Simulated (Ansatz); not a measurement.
BBi (model structure, started from the wurtzite type, P6₃mc, No. 186, 4 atoms in the cell), treated with PBE+SOC (PAW; Ansatz, a first-principles code).

Numerical settings: plane-wave cutoff 520 eV, 18×18×10 k mesh (along the axes of the cell as run), Fermi–Dirac smearing 0.05 eV, PAW data made under PBE.

Cell (relaxed with PBEsol):

```
CELL_PARAMETERS angstrom
      3.84115     0.00000     0.00000
     -1.92058     3.32654     0.00000
      0.00000     0.00000     6.33130
ATOMIC_POSITIONS crystal
  B  0.66667 0.33333 0.99992
  B  0.33333 0.66667 0.49992
  Bi 0.66667 0.33333 0.62528
  Bi 0.33333 0.66667 0.12528
```

Q: Give the computed band gap.

A: 
- band gap = 0.01 eV (under three smearing widths, so not firm)

Note: the relaxation could raise the start's symmetry but not lower it, so the cell can be a saddle point; cell and atoms aren't relaxed at this level (pressure 2.8 GPa).

Static lattice: no zero-point or thermal effects.

It cost around 2.4 core-minutes (rough) of CPU time.

A model structure was made by putting elements into a prototype or built by hand; it is no filed structure, need not be a known phase, and can be a saddle point held by its symmetry.
